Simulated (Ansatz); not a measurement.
**Effect of biaxial strain +4.07 %, plane normal [001], relaxed out of plane on BAs**

Consider BAs in the zinc blende structure (space group F-43m, No. 216; a = 4.7677 Å). Axes: x, y, z lie along the cube axes.

One thing is altered: biaxial strain +4.07 %, plane normal [001], relaxed out of plane (Cartesian); in-plane vectors clamped, the third vector and the atoms free.

The values are results of Ansatz (a program for electronic structure), PBEsol, PAW, cutoff 420 eV, scalar-relativistic without spin-orbit coupling, earlier PAW set, not measurements. Γ-centred 12×12×12 mesh, Fermi–Dirac width 0.05 eV.

```json
[
 {"quantity": "volume per atom", "base": "13.55 Å³", "changed": "14.36 Å³", "shift": "+0.81 Å³"},
 {"quantity": "space group", "base": "F-43m (No. 216)", "changed": "I-4m2 (No. 119)", "shift": "–"},
 {"quantity": "shortest interatomic distance", "base": "2.064 Å", "changed": "2.107 Å", "shift": "+0.0422 Å"},
 {"quantity": "energy relative to the base (free energy F)", "base": "0 meV/atom", "changed": "+40 meV/atom", "shift": "+40 meV/atom"},
 {"quantity": "pressure (mean of the normal stresses, compression positive)", "base": "0.00 GPa", "changed": "-7.27 GPa", "shift": "-7.27 GPa"},
 {"quantity": "band gap", "base": "1.08 eV", "changed": "0.28 eV", "shift": "-0.80 eV"},
 {"quantity": "gap character", "base": "–", "changed": "indirect, Γ → k = (0, 0, 0.417) in the run's primitive reciprocal basis", "shift": "–"},
 {"quantity": "smallest direct gap", "base": "3.25 eV", "changed": "2.58 eV", "shift": "-0.67 eV"},
 {"quantity": "electron mass", "base": "1.1 mₑ along k, 0.21 mₑ across (off the special points)", "changed": "1.1 mₑ along k, 0.22 mₑ across (off the special points)", "shift": "–"},
 {"quantity": "hole mass", "base": "–", "changed": "0.20 mₑ (at Γ)", "shift": "–"},
 {"quantity": "valence-band top at Γ (three highest levels, from the VBM)", "base": "0.00, 0.00, 0.00 eV", "changed": "0.00, -0.54, -0.54 eV", "shift": "–"},
 {"quantity": "out-of-plane strain", "base": "–", "changed": "-2.13 %", "shift": "–"},
 {"quantity": "ratio −ε⊥/ε∥", "base": "–", "changed": "0.52", "shift": "–"},
 {"quantity": "mean in-plane stress (compression positive)", "base": "–", "changed": "-10.9 GPa", "shift": "–"}
]
```

Masses are band curvatures over ±0.01 Å⁻¹ around the edge. Along k means along the line from Γ to the band edge. Whether these cells are dynamically stable was not tested. A zero or small gap of BAs under biaxial strain +4.07 %, plane normal [001], relaxed out of plane can be the functional's error rather than a property of the material. k-point labels follow each cell's own Brillouin zone.
